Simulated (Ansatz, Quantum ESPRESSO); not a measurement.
# Ge₃Rh (I4/mmm, 4 atoms in the cell) computed with different codes at matched settings

Self-consistent single point.

```xyz
4
Lattice="-2.1226 2.1226 3.7377 2.1226 -2.1226 3.7377 2.1226 2.1226 -3.7377" Properties=species:S:1:pos:R:3 pbc="T T T"
Ge     0.0000     2.1226     1.8688
Ge     2.1226     0.0000     1.8688
Ge     0.0000     0.0000     3.7377
Rh     0.0000     0.0000     0.0000
```

Shared settings, as Ansatz (a program for electronic structure) writes them: kpoints.mp_grid.grid = 8 8 8; magnetization.spin_orbit = true; scf.occupations.method = gaussian; scf.occupations.width = 0.05 eV. Potentials and cutoffs stand in the table.

| code | model | pressure (GPa) | cutoff |
|---|---|---|---|
| Quantum ESPRESSO | LDA (PZ), spin-orbit coupling, PSlibrary fully relativistic ultrasoft (LDA) pseudopotentials | -8.26 | 65 Ry |
| Ansatz | LDA (PW92) with spin-orbit coupling, PAW files made with PBE | -8.54 | default |

The spread over the programs that give each value: pressure within 0.28 GPa.

Ansatz's pressure is given at a fixed set of plane waves, as the other plane-wave codes print theirs; with its correction for the finite basis it is -8.47 GPa. The same LDA comes in different parametrisations, which differ slightly.

The starting cell comes from a database of computed structures (which also holds hypothetical and non-ambient phases and stackings), without a prior relaxation at this level.

Left out of this page: Elk (not drawn, or without a comparable value); FLEUR (with a known weakness of the program).

Keys are those of Ansatz 0.2.
